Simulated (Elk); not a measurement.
Elk run on YbIr₂ (Fd-3m, 6 atoms in the cell): self-consistent single point.

Level of theory: LDA (PW92), all-electron FP-LAPW, Elk's shipped species files, default APW+lo basis run with Elk 10.2.4.

```yaml
crystal:
  lattice:
    - [0.00000, 3.76837, 3.76837]
    - [3.76837, 0.00000, 3.76837]
    - [3.76837, 3.76837, 0.00000]
  atoms:
    - { symbol: Yb, position: [0.00000, 0.00000, 0.00000] }
    - { symbol: Yb, position: [0.25000, 0.25000, 0.25000] }
    - { symbol: Ir, position: [0.12500, 0.62500, 0.62500] }
    - { symbol: Ir, position: [0.62500, 0.62500, 0.12500] }
    - { symbol: Ir, position: [0.62500, 0.12500, 0.62500] }
    - { symbol: Ir, position: [0.62500, 0.62500, 0.62500] }
```

Reference input (self-consistent single point, DFT, PBEsol, all-electron FP-LAPW, Elk's shipped species files, default APW+lo basis): xctype = 22; rgkmax = 7; stype = 0; swidth = 0.00183747 Ha; ngridk = 8 8 8. This run's input differs from it in these lines:

```diff
@@ -4,3 +4,3 @@
 xctype
-  22
+  3
```

Log, with long lists cut:

```
│ Self-consistent loop started │
│ Loop number : 1 │
 total energy                :     -98914.8924241
│ Loop number : 2 │
 total energy                :     -99200.6204576
RMS change in Kohn-Sham potential (target) :    2.666220798     (  0.1000000000E-05)
Absolute change in total energy (target)   :    285.7280335     (  0.1000000000E-03)
│ Loop number : 3 │
 total energy                :     -99515.1653332
RMS change in Kohn-Sham potential (target) :   0.3840353479     (  0.1000000000E-05)
Absolute change in total energy (target)   :    385.9768840     (  0.1000000000E-03)
│ Loop number : 4 │
   [... lines left out ...]
Absolute change in total energy (target)   :   0.5901556870E-03 (  0.1000000000E-03)
│ Loop number : 27 │
 total energy                :     -99527.0060571
RMS change in Kohn-Sham potential (target) :   0.5174062733E-07 (  0.1000000000E-05)
Absolute change in total energy (target)   :   0.1433183061E-03 (  0.1000000000E-03)
│ Loop number : 28 │
 total energy                :     -99527.0060564
RMS change in Kohn-Sham potential (target) :   0.3157208845E-07 (  0.1000000000E-05)
Absolute change in total energy (target)   :   0.3514793934E-04 (  0.1000000000E-03)
Convergence targets achieved

│ Loop number : 29 │

Energies :
 Fermi                       :     0.353656556462
 total energy                :     -99527.0060668

Density of states at Fermi energy :    395.8669359
 (states/Hartree/unit cell)

Estimated indirect band gap :   0.3315969071E-03
 from k-point      5 to k-point     26
Estimated direct band gap   :   0.9425484459E-03
 at k-point      4

Charges :
 core                        :    284.0000000
 valence                     :    164.0000000
 interstitial                :    9.087537035
 muffin-tins (core leakage)
  species :    1 (Yb)
   atom    1                 :    68.51817786     (  0.1100040997E-05)
   atom    2                 :    68.51817786     (  0.1100040997E-05)
  species :    2 (Ir)
   atom    1                 :    75.46902681     (  0.1161499405E-02)
   atom    2                 :    75.46902681     (  0.1161499405E-02)
   atom    3                 :    75.46902681     (  0.1161499405E-02)
   atom    4                 :    75.46902681     (  0.1161499405E-02)
 total in muffin-tins        :    438.9124630
 total calculated charge     :    447.9716324
 total charge                :    448.0000000
 error                       :   0.2836756036E-01

│ Self-consistent loop stopped │
```

The run converged in 29 iterations. The count includes the last loop, which Elk runs after its targets are met. 

The starting cell comes from a database of computed structures (which also holds hypothetical and non-ambient phases and stackings), without a prior relaxation at this level. Spin-orbit coupling is off. Spin polarisation is off. Values depend on the basis (sphere radii, cutoffs, local orbitals), which need not be converged. The log's line on a gap gives a spacing of levels on this mesh, which the program prints for metals too.

Cost on one core of a shared machine: roughly 2 min.
